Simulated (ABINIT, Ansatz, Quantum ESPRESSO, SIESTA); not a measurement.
One structure in several programs: HfB2 (P6/mmm, 3 atoms in the cell)

Self-consistent single point.

```yaml
crystal:
  lattice:
    - [3.13268, 0.00000, 0.00000]
    - [-1.56634, 2.71298, 0.00000]
    - [0.00000, 0.00000, 3.47921]
  atoms:
    - { symbol: Hf, position: [0.00000, 0.00000, 0.00000] }
    - { symbol: B, position: [0.33333, 0.66667, 0.50000] }
    - { symbol: B, position: [0.66667, 0.33333, 0.50000] }
```

All programs got the same cell, k-point mesh and kind of occupations (in Ansatz's words: kpoints.mp_grid.grid = 8 8 7; scf.occupations.method = fermi_dirac; scf.occupations.width = 0.05 eV); potentials, basis and cutoffs are each program's usual ones.

```json
[
 {"code": "ABINIT", "model": "PBE, norm-conserving pseudopotentials (PseudoDojo nc-sr-05 PBE standard)", "pressure (GPa)": "2.98", "k-points": "40", "cutoff": "38 Ha"},
 {"code": "Ansatz", "model": "PBE, PAW files", "pressure (GPa)": "2.50", "k-points": "40", "cutoff": "default"},
 {"code": "SIESTA", "model": "GGA PBE, numerical atomic orbitals DZP, PseudoDojo PBE standard norm-conserving potentials (rewritten from UPF to PSML)", "pressure (GPa)": "1.93", "k-points": "232", "cutoff": "grid 300 Ry"},
 {"code": "Quantum ESPRESSO", "model": "PBE, PseudoDojo standard norm-conserving (PBE) pseudopotentials", "pressure (GPa)": "3.00", "k-points": "40", "cutoff": "80 Ry"}
]
```

The spread over the programs that give each value: pressure within 1.07 GPa.

The starting cell comes from a database of computed structures (which also holds hypothetical and non-ambient phases and stackings), without a prior relaxation at this level. On Ansatz's run: Spin-orbit coupling is off.

### Question
Why do the programs differ, and what cannot be compared?

### Answer
Differences of this kind can come from the potentials, where these differ, and from what each basis and cutoff leave unconverged. The valence holds different numbers of electrons (ABINIT 18, Ansatz (a quantum-chemistry and plane-wave program) 32, SIESTA 18, Quantum ESPRESSO 18). The zero of total energies and Fermi levels follows the potentials and each program's conventions, so they are not compared here. SIESTA uses small atom-centred bases, whose incompleteness enters pressures, forces and empty levels differently from a plane-wave cutoff. Ansatz's pressure is given at a fixed set of plane waves, as the other plane-wave codes print theirs; with its correction for the finite basis it is 2.64 GPa. The programs reduce the same mesh by symmetry to different extents, which changes the work and not the result. In the pressure, SIESTA (by 1.04) lies more than 1 GPa from the median of the plane-wave programs.

Left out of this page: GPAW, Elk and FLEUR (not drawn, or without a comparable value).

Keys are those of Ansatz 0.2.
